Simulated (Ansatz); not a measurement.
Base system: SnTe in the rock salt structure (space group Fm-3m, No. 225; a = 6.370 Å). Axes: x, y, z lie along the cube axes.

Method: Ansatz (a first-principles code), r2SCAN, PAW, cutoff 500 eV, no spin-orbit coupling.

Strains are applied to the cell and any free atomic positions relax.

One change was made to it. Results:

The band gap increases by 0.02 eV to 0.15 eV; the energy increases by 1.2 meV/atom.

Question: Name the change that was made.
A. uniaxial strain ε_zz = +3.00 %
B. uniaxial strain ε_zz = +1.00 %
C. uniaxial strain ε_zz = +2.00 %

Answer: B, uniaxial strain ε_zz = +1.00 %. For comparison, the energy relative to the base in the other runs: uniaxial strain ε_zz = +3.00 % gives +10 meV/atom; uniaxial strain ε_zz = +2.00 % gives +4.7 meV/atom.

Spin-orbit coupling, missing from the scalar runs, can matter with Te. Whether these cells are dynamically stable was not tested. The zero or small gap of SnTe can change with the level of theory.
